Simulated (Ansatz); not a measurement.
Where the default PAW files enter, the runs use the earlier of Ansatz's two default sets.

Given:

```
LiF
1.0
    2.88742     0.00000     0.00000
    0.00000     4.08343     0.00000
    1.44371     2.04171     1.44371
Li F
1 1
Direct
  0.00000   0.00000   0.00000
  0.00000   0.50000   0.00000
```

Space group of this cell: Fm-3m, rock salt. The cell is taken as given; by r2SCAN its mean pressure is -4.7 GPa.

Transport runs along the normal of the first two printed cell vectors, the (110) plane of the conventional cell.

The gap is the functional's own. No spin-orbit coupling. Mid-gap values are interpolated on the energy grid.

Problem. Estimate the band gap and the smallest decay constant κ at mid-gap that r2SCAN (Ansatz, a quantum-chemistry and plane-wave program) returns for this system.

Solution. Gap 9.70 eV on a 20×20×20 mesh; κ = 0.669 1/Å, at (0.500, 0.500) of the in-plane reciprocal vectors. At the zone centre, at the nearest computed energy, the slowest state has κ = 0.68 1/Å.
